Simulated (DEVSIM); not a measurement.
Device: abrupt Ge n-p junction, at 400 K.

| layer (left to right) | material | thickness (μm) | Nd (cm⁻³) | Na (cm⁻³) | τn (s) | τp (s) |
|---|---|---|---|---|---|---|
| 1 | Ge | 0.140 | 1.4e17 | - | 1.8e-6 | 1.8e-6 |
| 2 | Ge | 7.10 | - | 1.7e16 | 1.8e-6 | 1.8e-6 |

Left contact: ohmic. Right contact: ohmic. Voltage is applied to the left contact. Recombination: SRH at mid-gap, radiative. Mobility is μmin + (μ − μmin)/(1 + (N/Nref)^α).

The device is made up for the run: typed textbook-type constants, with dimensions and the other settings drawn at random. Values at 300 K; Nc and Nv go as T^1.5, mobilities as T to minus their exponent, the gap by Varshni's rule with the affinity fixed.

| parameter | Ge |
|---|---|
| gap (eV) | 0.664 |
| affinity (eV) | 4 |
| permittivity | 16 |
| Nc (cm⁻³) | 1.04e19 |
| Nv (cm⁻³) | 6e18 |
| μn (cm²/Vs) | 3900 |
| μp (cm²/Vs) | 1900 |
| μn,min | 150 |
| μp,min | 100 |
| Nref,n | 2.6e17 |
| Nref,p | 4e17 |
| αn | 0.56 |
| αp | 0.6 |
| T exponent of μn | 1.66 |
| T exponent of μp | 2.33 |
| B (cm³/s) | 6.4e-14 |
| Varshni α (eV/K) | 0.000477 |
| Varshni β (K) | 235 |

Simulated with DEVSIM: 1D drift-diffusion, Boltzmann statistics, complete ionisation; no tunnelling, impact ionisation, image-force lowering or self-heating.

The thickness of layer 2 was swept, all else fixed.

| thickness of layer 2 (μm) | dark forward voltage at 100 A/cm² (V) |
|---|---|
| 1.4 | 0.075 |
| 2.5 | 0.089 |
| 4.3 | 0.101 |
| 7.1 | ? |
| 12 | 0.136 |
| 21 | 0.167 |
| 36 | 0.215 |

What belongs in the gaps?


- 7.1, dark forward voltage at 100 A/cm² (V): 0.116
